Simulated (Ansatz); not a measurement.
## A constructed model of the (111) surface of fcc Pt, a layer of Mo in place of the second plane (bottom of the slab: a bare face, its two planes held)

Computed with PBE (plane waves to 420 eV, PAW; Ansatz, a quantum-chemistry and plane-wave program).

Model: 6-atom slab, 11.7 Å thick at the start, 15x15x1 mesh, Fermi-Dirac 0.1 eV, dipole correction, 2 atoms held, the rest relaxed; held to the start's symmetry, so lower structures may exist; no spin, no spin-orbit, no U. It is one candidate, not shown to be the stable structure of the face.

- work function of the top face = 4.67 eV
- energy released by relaxation = 0.30 eV
- cost = roughly 120 core-seconds
